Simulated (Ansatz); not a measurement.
Worked example: relaxation of cell and atoms of GaFe (P-6m2, 2 atoms in the cell) in Ansatz (a program for electronic structure).

Computed with LDA (PW92), PAW files made with PBE (plane waves; Ansatz).

```xyz
2
Lattice="2.7322 0.0000 0.0000 -1.3661 2.3661 0.0000 0.0000 0.0000 4.0074" Properties=species:S:1:pos:R:3 pbc="T T T"
Ga     0.0000     0.0000     2.0037
Fe     1.3661     0.7887     0.0000
```
Moments meant for the start (each program seeds them in its own way; μB, in the order of the atoms Ga Fe): 0.0 4.0.

Reference input (self-consistent single point, DFT, LDA (PW92), plane waves, PAW files made with PBE): basis.ecutwfc = 30.9 Ry; kpoints.mp_grid.grid = 11 11 7; hamiltonian.xc = lda; hamiltonian.pseudopotentials = {kind: paw} (the program's default PAW files); magnetization.spin_polarized = true; scf.occupations.method = fermi_dirac; scf.occupations.width = 0.0073 Ry. This run's input differs from it in these lines:

```diff
@@ -24,2 +24,4 @@
     width: 0.0073 Ry
+relax:
+  cell: {}
 output:
```

Output, abridged:

```
   [... SCF lines of the steps left out ...]
relax step   1: F+E_penalty+E_count = -8127.09208392 eV  Δ(F+E_penalty+E_count) = +0.000e0 eV  max|allowed force component| = 4.857e-17 eV/Å  Δτ_max = 0.0000 Å  P = -10.926 GPa  Ω = 25.907 Å³  (12 SCF iters, dr2 threshold 1.00e-7 eV, accepted)
relax step   2: F+E_penalty+E_count = -8127.15798559 eV  Δ(F+E_penalty+E_count) = -6.590e-2 eV  max|allowed force component| = 1.527e-16 eV/Å  Δτ_max = 0.0000 Å  P = -3.734 GPa  Ω = 24.516 Å³  energy of the carried Pulay correction = +6.876e-4 eV  [...]
   [... lines left out ...]
relax step   5: F+E_penalty+E_count = -8127.16850996 eV  Δ(F+E_penalty+E_count) = -2.742e-5 eV  max|allowed force component| = 1.781e-16 eV/Å  Δτ_max = 0.0000 Å  P = -0.006 GPa  Ω = 23.911 Å³  energy of the carried Pulay correction = +9.900e-4 eV  [...]
relax step   6: F+E_penalty+E_count = -8127.16765957 eV  Δ(F+E_penalty+E_count) = +8.504e-4 eV  max|allowed force component| = 1.411e-16 eV/Å  Δτ_max = 0.0000 Å  P = -0.029 GPa  Ω = 23.911 Å³  stress off target by 4.73e-2 GPa  SCF on the basis [...]
basis re-selected at this cell: Δ(F+E_penalty+E_count) = +8.504e-4 eV, ΔP = -0.022 GPa vs the last step
the relaxation is at rest under the 12 symmetry operations that the run kept from its start: a minimum is not shown …
the relaxation's final electronic state is not compared with the one that a single-point calculation of its input finds at the relaxed geometry …
Magnetization: 1.5525 μB (15.2763 up, 13.7237 down)
   [... lines left out ...]
Absolute magnetization: 1.7405 μB (∫|ρ↑−ρ↓|, with the PAW one-centre terms)
Free energy (F): -8127.167660 eV
Fermi energy:    16.663125 eV
  cell:  # Å, volume = 23.9111 Å³
   [... lines left out ...]
    - [2.6774022931227166, -2.8288637212470377e-7, 3.14768373443604e-25]
    - [-1.3387009015745739, 2.318698543438169, -2.5800216813092394e-18]
    - [-2.7795162841422202e-33, -4.369628525280758e-18, 3.8516121664382785]
  atoms:
    - { symbol: Ga, position: [-1.8503725900345806e-17, -1.8503699430566205e-17, 0.49999999999999994] }
    - { symbol: Fe, position: [0.6666666666666667, 0.3333333333333333, -4.333342374871281e-34] }
```

The run converged.  The full log also holds: “iter 5 did not close the SCF: its close was put off for a magnetic moment that had not settled (scf_convergence_deferred on its scf_iter line)”.

Summary of the result:
- Free energy E − TS (on the zero of these files) = -8127.1677 eV
- Fermi level (on the code's own zero) = 16.66 eV
- Pressure = -0.03 GPa
- Size of the cell's spin moment = 1.55 μB
- Final cell = a = 2.6774 Å, b = 2.6774 Å, c = 3.8516 Å, α = 90.00°, β = 90.00°, γ = 120.00°
- Final volume per atom = 11.96 Å³
- Relaxation steps = 6

The starting cell comes from a database of computed structures (which also holds hypothetical and non-ambient phases and stackings), without a prior relaxation at this level. Its lattice was rescaled by a random factor within 2.5 % of one. With one magnetic atom in the cell only a parallel order is possible. The relaxation keeps the symmetry of its start, so its end need not be a minimum. Ansatz's pressure includes its estimate of the finite-basis (Pulay) stress.

Cost on one core of a shared machine: roughly 50 s.

Keys are those of Ansatz 0.2.
